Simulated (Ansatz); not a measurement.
Faces of fcc Pd in 1x1 cells, as slabs relaxed from ideal cuts; for each face the lowest of the symmetric, stoichiometric cuts and spin starts that were computed. The slabs keep the symmetry of their cuts; real faces may buckle, or reconstruct in larger cells. No spin-orbit coupling, no Hubbard U.

Method: PBE (plane waves to 420 eV, PAW; Ansatz, a first-principles code).

```tsv
face	cell area (Å²)	outermost plane spacing of the ideal cut (Å)	γ unrelaxed (J/m²)	γ relaxed (J/m²)	work function, top face (eV)
(100)	7.78	1.97	1.55	1.54	5.08
(110)	11.00	1.39	1.64	[?]	4.75
(111)	6.73	2.28	1.37	1.37	5.21
(210)	17.39	0.88	1.70	1.65	[?]
(211)	19.05	0.81	1.58	1.54	5.00
(221)	23.33	0.66	1.54	1.50	[?]
(310)	24.59	0.62	1.69	1.65	4.83
(320)	28.04	0.55	1.70	1.65	4.73
```

Problem. Some entries are withheld; supply them.

Solution. 
- (110), γ relaxed (J/m²): 1.60
- (210), work function, top face (eV): 4.74
- (221), work function, top face (eV): 4.96
